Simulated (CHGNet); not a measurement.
## Corundum Ga2O3 (metastable phase)

Computed with the machine-learned potential CHGNet-r²SCAN (trained on r²SCAN data).

Cell: relaxed at this level.

* **lattice constant a**: 5.006 Å
* **lattice parameter c**: 13.426 Å

Measured, for comparison: lattice constant a 4.982 Å, lattice parameter c 13.433 Å (temperature not stated, no zero-point or thermal correction; as tabulated in Marezio, Remeika, J. Chem. Phys. 46, 1862 (1967) (COD 1538347)). Computed (rounded) less measured: lattice constant a +0.5 %, lattice parameter c -0.1 %.

A machine-learned potential is trained on density-functional data: it inherits that level's misses and adds fitting errors of its own.
